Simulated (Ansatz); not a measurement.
Consider the following.

Host crystal: zinc-blende InP, with a band gap (PBE, scalar-relativistic without spin-orbit coupling).

End structure of NH3 on the 1x1 (110) surface of zinc-blende InP (cut with top plane In + P), one in a 2x1 cell, started at the site 'hollow P':

```yaml
crystal:
  lattice:
    - [8.42871, 0.00000, 0.00000]
    - [0.00000, 5.96000, 0.00000]
    - [0.00000, 0.00000, 27.50000]
  atoms:
    - { symbol: In, position: [0.25000, 0.55028, 0.36260] }
    - { symbol: In, position: [0.75000, 0.55028, 0.36260] }
    - { symbol: P, position: [0.00000, 0.76054, 0.33871] }
    - { symbol: P, position: [0.50000, 0.76054, 0.33871] }
    - { symbol: In, position: [0.00000, 0.97719, 0.42064] }
    - { symbol: In, position: [0.50000, 0.97719, 0.42064] }
    - { symbol: P, position: [0.25000, 0.22817, 0.42353] }
    - { symbol: P, position: [0.75000, 0.22817, 0.42353] }
    - { symbol: In, position: [0.24975, 0.48358, 0.49974] }
    - { symbol: In, position: [0.74963, 0.47901, 0.50047] }
    - { symbol: P, position: [0.99867, 0.73499, 0.49993] }
    - { symbol: P, position: [0.50072, 0.73513, 0.49995] }
    - { symbol: In, position: [0.00145, 0.97564, 0.57901] }
    - { symbol: In, position: [0.49755, 0.97572, 0.57908] }
    - { symbol: P, position: [0.24950, 0.22883, 0.57496] }
    - { symbol: P, position: [0.74953, 0.22853, 0.57768] }
    - { symbol: In, position: [0.24929, 0.51735, 0.64372] }
    - { symbol: In, position: [0.74937, 0.55479, 0.63817] }
    - { symbol: P, position: [0.00280, 0.75855, 0.66104] }
    - { symbol: P, position: [0.49595, 0.75837, 0.66108] }
    - { symbol: N, position: [0.24886, 0.23288, 0.70468] }
    - { symbol: H, position: [0.34633, 0.13029, 0.70033] }
    - { symbol: H, position: [0.24847, 0.28994, 0.73971] }
    - { symbol: H, position: [0.15183, 0.12958, 0.70024] }
```

Slab: 24 atoms, 8.9 Å thick at the start under the adsorbate (thin: gaps and levels are the slab's own); k 2x3x1, smearing 0.01 eV, dipole-corrected; single point; no symmetry held, on the structure that PBE left; no spin, no spin-orbit, no U, no dispersion correction. At the end it is bonded to In. In PBE it is, or lies within 0.03 eV of, the lowest of the starts that converged; the order may differ at this level.

A negative adsorption energy means that the adsorbate is more stable on the surface than in its reference.

**Question.** Estimate the adsorption energy against NH3(g) at the same level that Ansatz (a program for electronic structure) with HSE06, at the PBE geometry returns for this input.

**Answer.** -0.99 eV

**Question.** What is the computed change of the step from the bottom to the top vacuum level, against the clean slab (HSE06, at the PBE geometry)?

**Answer.** -1.23 eV
